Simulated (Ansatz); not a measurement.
The reference is InAs in the zinc blende structure (space group F-43m, No. 216; a = 6.109 Å). Axes: x, y, z lie along the cube axes.

Level of theory: r2SCAN (Ansatz, a quantum-chemistry and plane-wave program), no spin-orbit coupling.

For the base:

The valley order comes out as Γ 0.08 eV; L along ⟨111⟩ 1.25 eV and the valence-band top at Γ is 0.00, 0.00, 0.00 eV.

The change: biaxial strain −0.73 %, plane normal [001], relaxed out of plane (Cartesian); in-plane vectors clamped, the third vector and the atoms free.

Q: What happens to the in-plane stress, valley order and valence-band top at Γ?

A: The mean in-plane stress (compression positive) is +0.6 GPa; the valley order (the lowest conduction-band minima on the path, energy above the VBM, named in the base's zone) becomes Γ 0.09 eV; L along [111] 1.24 eV (base: Γ 0.08 eV; L along ⟨111⟩ 1.25 eV); the valence-band top at Γ (three highest levels, from the VBM) changes from 0.00, 0.00, 0.00 eV to 0.00, 0.00, -0.08 eV.

The levels and masses belong to the bands next to the band gap. Stability against distortions was not tested.
